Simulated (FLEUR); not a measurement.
A user runs FLEUR on FeSi (P-6m2, 2 atoms in the cell) and asks whether the run is sound. The aim is a self-consistent single point with DFT, PBE, all-electron FLAPW (FLEUR), scalar-relativistic valence.

Cell that was meant: a = 3.1908 Å, b = 3.1908 Å, c = 3.1140 Å, α = 90.00°, β = 90.00°, γ = 120.00°.

Part of the input:

```xml
   </comment>
   <calculationSetup>
      <cutoffs Kmax="3.9" Gmax="11.7" GmaxXC="11.7" numbands="0"/>
      <scfLoop itmax="80" minDistance="5.0" maxIterBroyd="40" imix="Anderson" alpha="0.05" precondParam="0.0" spinf="2.0"/>
      <coreElectrons ctail="T" frcor="F" kcrel="0" coretail_lmax="0"/>
      <xcFunctional name="pbe" relativisticCorrections="F"/>
      <magnetism jspins="2"/>
      <soc l_soc="F" theta="0.0" phi="0.0" spav="F"/>
      <expertModes spex="0" secvar="F"/>
      <geometryOptimization l_f="F" forcealpha="1.0" forcemix="BFGS" epsdisp="0.00001" epsforce="0.00001"/>
      <ldaU l_linMix="F" mixParam="0.05" spinf="1.0"/>
   </calculationSetup>
   <cell>
```

Log, with long lists cut:

```
      Welcome to FLEUR        (www.flapw.de)
      MaX-Release 8.1          (www.max-centre.eu)

 ========== k-point set info ==========
 Selected k-point list: default-1
 k-point list type: mesh
 8 x 8 x 7
 Number of k points: 40

 ------------Calculation Setup---------------------------
           1           2           4           5           8          10          20          40
 Number of basis functions:          211
 Iteration:     1   Distance:      33.75023504 me/bohr^3
 Iteration:     2   Distance:      32.40597340 me/bohr^3
 Iteration:     3   Distance:       6.51492398 me/bohr^3
 Iteration:     4   Distance:       6.96890891 me/bohr^3
 Iteration:     5   Distance:       8.25359957 me/bohr^3
 Iteration:     6   Distance:       6.22859900 me/bohr^3
 Iteration:     7   Distance:       4.06285753 me/bohr^3
 Run finished successfully
 Stop message:
   all done

[file out, last iteration]
             iter=      7
[...]
          total density-effective poten   -2.4737270083E+03
          total charge density-energy d   -7.6837105524E+01
 Updated energy parameters for spin:           1
 Updated energy parameters for spin:           2
[...]
 fermi energy and band-weighting factors:

[...]
FERMIE:
          first approx. to ef    (T=0)  :   0.326733 htr   (energy of the highest occ. eigenvalue)
          number of occ. states  (T=0)  :        805
          first approx. to seigv (T=0)  : -12.910890 htr
          sum of weights of occ. states :  20.008929
          sum of semicore charge        :   0.000000 e
FERHIS:  Fermi-Energy by histogram:
   [... lines left out ...]
          bandgap                     :   0.001074 htr
          charge neutrality (T=0)     :   0.008929    (zero if the highest occ. eigenvalue is "entirely" occupied)
     EF_NEWTON:  Adjust Fermi-Energy by Newton-Method.
 Direct bandgap for spin            1 :    2.5429451462277819E-002  Htr
 Direct bandgap for spin            2 :    8.7764636078853653E-003  Htr
 ---->    free energy=                     -1562.8516843132 htr
   [... lines left out ...]
---->    distance of charge densities for spin  2                 it=    7:     2.057051 me/bohr**3
---->    distance of charge densities for it=    7:     1.024881 me/bohr**3
---->    distance of spin densities for it=    7:     4.062858 me/bohr**3
GENERALIZED ANDERSON MIXING: alpha=   0.05000 History-length=6
     ******* it=  7  is completed********
```

Can these results be used? Check the input.

The run is not sound. The fault is a convergence threshold that is too loose. A loop that stops early leaves an energy error of second order in the density error, but errors of first order in forces and stress. To fix it, tighten the threshold. The run converged in 7 iterations without an error; against the sound input the free energy rises by 8.8 meV/atom and the size of the net moment goes from 0.64 to 0.70 μB/atom.

An input that runs soundly differs in these lines (not the only fix; some lines may just follow from the change or write a value another way):
```diff
-      <scfLoop itmax="80" minDistance="5.0" maxIterBroyd="40" imix="Anderson" alpha="0.05" precondParam="0.0" spinf="2.0"/>
+      <scfLoop itmax="80" minDistance="0.00001" maxIterBroyd="40" imix="Anderson" alpha="0.05" precondParam="0.0" spinf="2.0"/>
-      <geometryOptimization l_f="F" forcealpha="1.0" forcemix="BFGS" epsdisp="0.00001" epsforce="0.00001"/>
+      <geometryOptimization l_f="T" forcealpha="1.0" forcemix="BFGS" epsdisp="0.00001" epsforce="0.00001"/>
```

With that input, the run converged in 24 iterations: free energy E − TS -42527.3785 eV; Fermi level (on the code's own zero) 8.87 eV; size of the cell's spin moment 1.28 μB; site moments (μB, in the program's spheres or projections) Fe 1.44, Si -0.03 (DFT, PBE, all-electron FLAPW (FLEUR), scalar-relativistic valence).

On the sound input: the starting cell was generated: these elements placed on a structure prototype, without a prior relaxation; it need not be a known phase or ordering of this composition. Its lattice was rescaled by a random factor within 2.5 % of one. With one magnetic atom in the cell only a parallel order is possible. Values depend on the basis (sphere radii, cutoffs, local orbitals), which need not be converged. The log's line on a gap gives a spacing of levels on this mesh, which the program prints for metals too.
